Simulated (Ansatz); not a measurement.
# MgO: response to strain

Start from MgO in the rock salt structure (space group Fm-3m, No. 225).

```xyz
2
Lattice="0.0000 2.1022 2.1022 2.1022 0.0000 2.1022 2.1022 2.1022 0.0000" Properties=species:S:1:pos:R:3 pbc="T T T"
Mg     0.0000     0.0000     0.0000
O      2.1022     2.1022     2.1022
```

Cartesian axes are those of the cell as printed.

Strains are applied to the cell and any free atomic positions relax; under biaxial strain the out-of-plane vector relaxes too.

Computed with Kohn–Sham DFT with the r2SCAN functional, run in Ansatz (a first-principles code) with PAW and 500 eV plane waves, no spin-orbit coupling.

Notes on the quantities. energy relative to the base: free energy F.

```tsv
biaxial strain, plane normal [001], relaxed out of plane (%)	energy relative to the base (meV/atom)
0	0.0
0.5	0.5
1	?
1.5	4.3
2	7.5
2.5	11.4
3	16.1
```

Question: Fit ΔE = Aε² + Bε³ (ε in %) to the rows shown and predict the withheld row.

Answer: Least squares on the printed values gives A = 2.03 and B = -0.082 meV/atom (largest residual 0.0 meV/atom); this predicts 2.0 meV/atom, and the run gives 1.9 meV/atom, in agreement.

Whether these cells are dynamically stable was not tested.
